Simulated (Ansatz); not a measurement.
**Response to strain in CdS**

Start from CdS in the wurtzite structure (space group P6_3mc, No. 186; a = 4.196 Å, c = 6.830 Å). Axes: x lies along a and z along c of the hexagonal cell.

Strains are applied to the cell and any free atomic positions relax; under biaxial strain the out-of-plane vector relaxes too.

All numbers come from Ansatz (a first-principles code), PBE, PAW, cutoff 420 eV, spin-orbit coupling left out.

| biaxial strain, plane normal [001], relaxed out of plane (%) | out-of-plane strain (%) |
|---|---|
| -3 | 2.60 |
| -2.4 | ? |
| -1.8 | 1.56 |
| -1.2 | 1.04 |
| -0.6 | 0.51 |
| 0 | 0.00 |

Problem. Fit ε⊥ = −νε + γε² (strains in %) to the rows shown and predict the withheld row.

Solution. Least squares on the printed values gives ν = 0.86 (the biaxial Poisson response) and γ = 0.001 (largest residual 0.01 %); this predicts 2.08 %, and the run gives 2.08 %, in agreement.

Stability against distortions was not tested.
